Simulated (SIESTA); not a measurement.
Band structure of ZrZn (Pm-3m, 2 atoms in the cell).

```xyz
2
Lattice="3.2605 0.0000 0.0000 0.0000 3.2605 0.0000 0.0000 0.0000 3.2605" Properties=species:S:1:pos:R:3 pbc="T T T"
Zr     1.6302     1.6302     1.6302
Zn     0.0000     0.0000     0.0000
```

Method: GGA PBEsol, numerical atomic orbitals DZP, PseudoDojo PBEsol standard norm-conserving potentials (rewritten from UPF to PSML) in SIESTA.

Settings: XC.functional = GGA; XC.authors = PBEsol; potentials = PseudoDojo PBEsol standard; PAO.BasisSize = DZP; PAO.EnergyShift = 0.01 Ry; MeshCutoff = 400 Ry; kgrid.MonkhorstPack = 7 7 7; OccupationFunction = FD; ElectronicTemperature = 1160.45 K; MaxSCFIterations = 150; SCF.Mixer.Method = Pulay; SCF.Mixer.Weight = 0.1; SCF.Mixer.History = 8; SCF.DM.Tolerance = 1.0E-04.

The starting cell comes from a database of computed structures (which also holds hypothetical and non-ambient phases and stackings), without a prior relaxation at this level. Its lattice was rescaled by a random factor within 2.5 % of one. Values carry the incompleteness of an atom-centred basis.

Levels in eV from the Fermi level, bands 13 to 18:
| point | 13 | 14 | 15 | 16 | 17 | 18 |
|---|---|---|---|---|---|---|
| Γ | -7.37 | -7.37 | -1.04 | -1.04 | 3.70 | 3.70 |
| X | -7.26 | -4.31 | -4.29 | -0.77 | 0.62 | 0.62 |
| M | -7.10 | -4.56 | -0.47 | -0.12 | -0.12 | 2.13 |
| R | -7.10 | -3.02 | -3.02 | -3.02 | 0.62 | 5.34 |

Higher empty bands are left out: an atom-centred basis made for the valence describes them poorly.
